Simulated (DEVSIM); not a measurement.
System: Pd/SiO2/n-Si capacitor, at 450 K.

```csv
layer (left to right),material,thickness (nm),Nd (cm⁻³)
1,SiO2,1.30,-
2,Si,17000,1.1e15
```

Metal gate on the left, work function 5.2 eV. Fixed charge at the semiconductor interface 5.7e10 cm⁻² (in units of +e); no interface traps.

This is a model device: material constants are rounded textbook-type values typed into the input, and sizes, dopings and lifetimes were drawn at random. Values at 300 K; Nc and Nv go as T^1.5, mobilities as T to minus their exponent, the gap by Varshni's rule with the affinity fixed.

```csv
parameter,SiO2,Si
gap (eV),9,1.124
affinity (eV),0.9,4.05
permittivity,3.9,11.7
Nc (cm⁻³),-,2.86e19
Nv (cm⁻³),-,3.1e19
Varshni α (eV/K),-,0.000473
Varshni β (K),-,636
```

DEVSIM, 1D Poisson equation in equilibrium, Boltzmann statistics, complete ionisation; no quantum confinement or tunnelling. Metal contacts follow the ideal Schottky-Mott rule: no Fermi-level pinning, no interface dipoles.

Task: Tabulate band edges, carrier densities and field at 0.5 V on the gate.

Result: Energies count from the Fermi level of the right contact; mesh points crowd at the junctions.

```
x (μm)     Ec (eV)  Ev (eV)  n (cm⁻³)  p (cm⁻³)  field (V/cm)
---------  -------  -------  --------  --------  ------------
0.000        3.800   -5.200     < 1e2     < 1e2        -52000
0.0007170    3.796   -5.204     < 1e2     < 1e2        -52000
0.001562     0.643   -0.438    3.3e12    7.0e14         -8500
0.003347     0.642   -0.440    3.4e12    6.8e14         -8400
0.009956     0.636   -0.445    4.0e12    5.9e14         -8300
0.02305      0.625   -0.456    5.2e12    4.5e14         -7900
0.05360      0.602   -0.479    9.4e12    2.5e14         -7300
0.1638       0.534   -0.547    5.5e13    4.2e13         -5200
0.3820       0.456   -0.626    4.2e14    5.6e12         -2200
0.8911       0.419   -0.662    1.1e15    2.2e12          -100
2.010        0.418   -0.664    1.1e15    2.1e12           ≈ 0
6.152        0.418   -0.664    1.1e15    2.1e12           ≈ 0
11.89        0.418   -0.664    1.1e15    2.1e12           ≈ 0
14.81        0.418   -0.664    1.1e15    2.1e12           ≈ 0
16.29        0.418   -0.664    1.1e15    2.1e12           ≈ 0
16.70        0.418   -0.664    1.1e15    2.1e12           ≈ 0
16.87        0.418   -0.664    1.1e15    2.1e12           ≈ 0
16.94        0.418   -0.664    1.1e15    2.1e12           ≈ 0
16.98        0.418   -0.664    1.1e15    2.1e12           ≈ 0
16.99        0.418   -0.664    1.1e15    2.1e12           ≈ 0
17.00        0.418   -0.664    1.1e15    2.1e12           ≈ 0
17.00        0.418   -0.664    1.1e15    2.1e12           ≈ 0
```
